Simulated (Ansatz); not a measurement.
Base system: GaSb in the zinc blende structure (space group F-43m, No. 216; a = 6.1115 Å). Axes: x, y, z lie along the cube axes.

Computed with plane-wave PAW DFT at the PBEsol level (Ansatz, an electronic-structure program, 420 eV), no SOC.

Before the change:

The volume per atom is 28.53 Å³.

Now apply this change: biaxial strain +1.67 %, plane normal [111], relaxed out of plane (Cartesian); in-plane vectors clamped, the third vector and the atoms free.

Problem. What does the calculation give for the volume per atom after the change?

Solution. The volume per atom goes up by 0.72 Å³, from 28.53 Å³ to 29.25 Å³.

Whether these cells are dynamically stable was not tested. The final runs are not spin-polarised.
